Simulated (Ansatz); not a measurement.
Take InAs in the zinc blende structure (space group F-43m, No. 216; a = 6.110 Å) as the base.

Method: r2SCAN/PAW in Ansatz (a first-principles code), spin-orbit coupling left out.

Strains are applied to the cell and any free atomic positions relax.

One change was made to it. Results:

| quantity | base | after |
|---|---|---|
| band gap | 0.08 eV | zero |
| energy relative to the base (free energy F) | 0 meV/atom | +9.8 meV/atom |
| pressure | 0.0 GPa | -2.3 GPa |

**Question.** What was done to the base?
(A) isotropic strain +2.50 %
(B) isotropic strain +1.50 %
(C) isotropic strain +0.50 %

**Answer.** B, isotropic strain +1.50 %. For comparison, the energy relative to the base in the other runs: isotropic strain +0.50 % gives +1.1 meV/atom; isotropic strain +2.50 % gives +26 meV/atom.

The mesh was chosen for an insulator and is coarse for the gapless case. Whether these cells are dynamically stable was not tested. The final runs are not spin-polarised. The zero or small gap of InAs can change with the level of theory.
